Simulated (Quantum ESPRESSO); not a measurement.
# Convergence study of shifted k-point meshes for CO2 (Cm, 6 atoms in the cell)

```yaml
crystal:
  lattice:
    - [2.64382, -2.39454, 0.00000]
    - [2.64382, 2.39454, 0.00000]
    - [0.00000, 0.00000, 6.60693]
  atoms:
    - { symbol: C, position: [0.00000, 0.00000, 0.00757] }
    - { symbol: C, position: [0.50000, 0.50000, 0.50000] }
    - { symbol: O, position: [0.80651, 0.19349, 0.89184] }
    - { symbol: O, position: [0.19349, 0.80651, 0.10816] }
    - { symbol: O, position: [0.69349, 0.30651, 0.39184] }
    - { symbol: O, position: [0.30651, 0.69349, 0.60816] }
```

Level of theory: PBEsol, GBRV 1.5 ultrasoft (PBESOL) pseudopotentials (plane waves; Quantum ESPRESSO 7.5).

Base settings: ecutwfc = 40 Ry; ecutrho = 200 Ry; occupations = smearing; smearing = fd; degauss = 0.00147 Ry; potentials = {C: c_pbesol_v1.2.uspp.F.UPF, O: o_pbesol_v1.2.uspp.F.UPF}; K_POINTS = automatic 3 3 2 0 0 0; conv_thr = 1e-08 Ry; mixing_beta = 0.3.

Only quantities that move along the ladder and can be compared are tabulated.

The count of work is k-points × plane waves × bands × iterations; it is no time. Core times come from one kind of shared machine, to one figure; runs under 30 s give none.

The starting cell comes from a database of computed structures (which also holds hypothetical and non-ambient phases and stackings), without a prior relaxation at this level. Its lattice was rescaled by up to half a per cent. One atom was moved a little off its site on purpose. In the base run, forces exceed 1 eV/Å.

```csv
K_POINTS,free energy less the last step's (meV/atom),pressure (GPa),largest difference of a force vector from the last step's (eV/Å),count of work / last,core time / last (rough)
automatic 2 2 1 1 1 1,-1.45,0.74,0.108,0.0017,–
automatic 2 2 2 1 1 1,3.07,0.88,0.059,0.0026,–
automatic 3 3 2 1 1 1,0.38,0.74,0.002,0.0052,–
automatic 4 4 2 1 1 1,0.01,0.72,0.000,0.0086,–
automatic 5 5 3 1 1 1,-0.01,0.72,0.000,0.021,0.03
automatic 7 7 4 1 1 1,0.01,0.72,0.000,0.048,0.03
automatic 9 9 5 1 1 1,0.00,0.72,0.000,0.099,0.1
automatic 11 11 6 1 1 1,0.00,0.72,0.000,0.17,0.1
automatic 13 13 7 1 1 1,0.00,0.72,0.000,0.28,0.4
automatic 20 20 11 1 1 1,0.00,0.72,0.000,1.0,1
```

Coarsest K_POINTS that holds the forces within 0.02 eV/Å of the last step, with all finer ones: automatic 3 3 2 1 1 1, at 0.0052 of the last step's count of work; the step before is off by 0.059 eV/Å.

Coarsest K_POINTS that holds the free energy within 2 meV/atom of the last step, with all finer ones: automatic 3 3 2 1 1 1, at 0.0052 of the last step's count of work; the step before is off by 3.1 meV/atom.

Coarsest K_POINTS that holds the pressure within 0.05 GPa of the last step, with all finer ones: automatic 3 3 2 1 1 1, at 0.0052 of the last step's count of work; the step before is off by 0.16 GPa.
